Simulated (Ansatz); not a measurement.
Band structure of Ag (Fm-3m, 1 atom in the cell).

```yaml
crystal:
  lattice:
    - [0.00000, 2.02140, 2.02140]
    - [2.02140, 0.00000, 2.02140]
    - [2.02140, 2.02140, 0.00000]
  atoms:
    - { symbol: Ag, position: [0.00000, 0.00000, 0.00000] }
```

Computed with PBE (plane waves, PAW; Ansatz, a first-principles code).

Settings: kpoints.mp_grid.grid = 9 9 9; hamiltonian.xc = pbe; hamiltonian.pseudopotentials = {kind: paw} (the program's default PAW files); scf.occupations.method = cold; scf.occupations.width = 0.2 eV; kpoints.band_path.npoints = 16.

The starting cell comes from a database of computed structures (which also holds hypothetical and non-ambient phases and stackings), without a prior relaxation at this level. Its lattice was rescaled by a random factor within 2.5 % of one.

Levels in eV from the Fermi level, bands 6 to 13:
```csv
point,6,7,8,9,10,11,12,13
Γ,-5.04,-5.04,-5.04,-3.94,-3.94,15.81,19.57,19.57
X,-6.63,-3.13,-2.87,-2.87,1.43,6.86,10.68,10.68
W,-5.34,-5.34,-3.94,-2.87,5.95,5.95,7.08,8.24
K,-5.88,-4.29,-3.71,-3.18,4.25,5.24,7.23,12.86
L,-5.06,-5.06,-3.10,-3.10,-0.63,3.66,15.08,17.99
U,-5.88,-4.29,-3.71,-3.18,4.25,5.24,7.23,12.86
```

Bands cross the Fermi level along this path, so the cell is metallic at this level.

Keys are those of Ansatz 0.2.
